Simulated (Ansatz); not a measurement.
End structure of the (111) surface of fcc Pt, (√3x√3)R30°, one Pt site of the top plane empty (bottom of the slab: a bare face, its two planes held):

```xyz
17
Lattice="4.2108 2.4311 0.0000 -4.2108 2.4311 0.0000 0.0000 0.0000 27.5000" Properties=species:S:1:pos:R:3 pbc="T T T"
Pt    -2.8072     1.6207     8.0198
Pt     0.0000     1.6207     8.0198
Pt     2.8072     1.6207     8.0198
Pt    -1.4036     0.8104    10.3119
Pt     1.4036     0.8104    10.3119
Pt     0.0000     3.2415    10.3119
Pt     0.0000     0.0000    12.5867
Pt    -1.4036     2.4311    12.5961
Pt     1.4036     2.4311    12.5961
Pt    -2.8121     1.6236    14.8796
Pt     0.0000     1.6151    14.8796
Pt     2.8121     1.6236    14.8796
Pt    -1.3677     0.7897    17.1819
Pt     1.3677     0.7897    17.1819
Pt     0.0000     3.2829    17.1819
Pt    -1.4036     2.4311    19.3374
Pt     1.4036     2.4311    19.3374
```

Slab: 17 atoms, 11.5 Å thick at the start; k 9x9x1, smearing 0.1 eV, dipole-corrected; 6 atoms held, the rest relaxed; start symmetry kept, larger cells not searched; no spin, no spin-orbit, no U. In PBE it lies 0.09 eV a 1x1 cell over the lowest computed structure of the same composition (one row in 3 of the top plane missing).

Q: Estimate the work function of the top face that Ansatz (a first-principles code) with PBE returns for this input.

A: 5.31 eV
